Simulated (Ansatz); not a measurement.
Consider MnTlI3 in the cubic perovskite structure (space group Pm-3m, No. 221; a = 5.759 Å; ferromagnetic; a hypothetical phase, not in the database extracts checked). Axes: x, y, z lie along the cube axes.

(Cell as relaxed with PBE.)

Levels (all Ansatz, an electronic-structure program, PAW): PBE (420 eV, spin-orbit coupling left out); r2SCAN (500 eV, no spin-orbit coupling).

Each level relaxes its own structure.

```tsv
base	PBE	r2SCAN
volume per atom	38.19 Å³	37.81 Å³
lattice parameter a	5.759 Å	5.739 Å
band gap	0.15 eV	0.69 eV
largest site moment	4.46 μB	4.57 μB
```

Now apply this change: biaxial strain −3.18 %, plane normal [001], relaxed out of plane (Cartesian); in-plane vectors clamped, the third vector and the atoms free.

```csv
quantity,PBE,r2SCAN
energy relative to the base (free energy F),+11 meV/atom,+13 meV/atom
shortest interatomic distance,2.788 Å,2.778 Å
largest site moment,4.39 μB,4.51 μB
band gap,zero,0.45 eV
```

PBE's energy relative to the base lies 2.1 meV/atom below r2SCAN's; PBE's shortest interatomic distance lies 0.0094 Å above r2SCAN's (0.3 %); PBE's largest site moment lies 0.12 μB below r2SCAN's; they disagree on the band gap. Neither level is exact; r2SCAN is the comparison here, not a measurement.

Other magnetic orders, which the real material may have, were not ruled out. The mesh was chosen for an insulator and is coarse for the gapless case. Spin-orbit coupling, missing from the scalar runs, can matter with I and Tl. Whether these cells are dynamically stable was not tested. Many cubic perovskites are stable only at high temperature; tilts and polar distortions were not tested. The zero or small gap of MnTlI3 can change with the level of theory.
